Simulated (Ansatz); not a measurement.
The parent structure is PbS in the rock salt structure (space group Fm-3m, No. 225; a = 5.9028 Å). Axes: x, y, z lie along the cube axes.

Calculations: PBEsol (Ansatz, a quantum-chemistry and plane-wave program; PAW; 420 eV plane waves; without spin-orbit coupling), earlier PAW set.

Strains are applied to the cell and any free atomic positions relax; under biaxial strain the out-of-plane vector relaxes too; under stress the whole cell relaxes.

One change was made to it. Results:

```json
[
 {"quantity": "energy relative to the base (free energy F)", "base": "0 meV/atom", "after": "+1.4 meV/atom"},
 {"quantity": "band gap", "base": "0.20 eV", "after": "0.27 eV"}
]
```

### Question
What was done to the base?
(A) isotropic strain +0.58 %
(B) isotropic strain +3.33 %
(C) uniaxial stress, 1 GPa compression along x
(D) biaxial strain −0.66 %, plane normal [001], relaxed out of plane

### Answer
A, isotropic strain +0.58 %. For comparison, the band gap in the other runs: uniaxial stress, 1 GPa compression along x gives 0.18 eV; isotropic strain +3.33 % gives 0.53 eV; biaxial strain −0.66 %, plane normal [001], relaxed out of plane gives 0.15 eV.

Spin-orbit coupling, missing from the scalar runs, can matter with Pb. Beyond what the load breaks, stability against distortions was not tested. A zero or small gap of PbS can be the functional's error rather than a property of the material.
